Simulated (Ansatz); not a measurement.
Seebeck coefficient (μV/K, mean over directions) of n-type GaP (F-43m) against carrier density, PBEsol, rigid bands (Ansatz, an electronic-structure program). Computed gap 1.45 eV; densities at which minority carriers matter at this gap, or further valleys turn the trend, are left out. Conductivity mass 0.34 mₑ (harmonic mean over directions), N_c = 3.9e19 cm⁻³ at 300 K.

| electron density | 300 K | 500 K |
|---|---|---|
| 1e16 cm⁻³ | -925 | -999 |
| 1e17 cm⁻³ | -726 | -800 |
| 1e18 cm⁻³ | ? | -602 |
| 3e18 cm⁻³ | -434 | -508 |
| 1e19 cm⁻³ | -332 | -405 |
| 3e19 cm⁻³ | -241 | ? |
| 1e20 cm⁻³ | -150 | ? |
| 3e20 cm⁻³ | -89 | -145 |
| 1e21 cm⁻³ | -58 | -93 |

**Question.** Some entries are withheld; supply them.

**Answer.** 
- 1e18 cm⁻³, 300 K: -528
- 3e19 cm⁻³, 500 K: -312
- 1e20 cm⁻³, 500 K: -217

Rigid bands with a gap fixed in temperature, one relaxation time for all states, no polarons or phonon drag, and whether or not such doping can be reached. Spin-orbit coupling is left out.
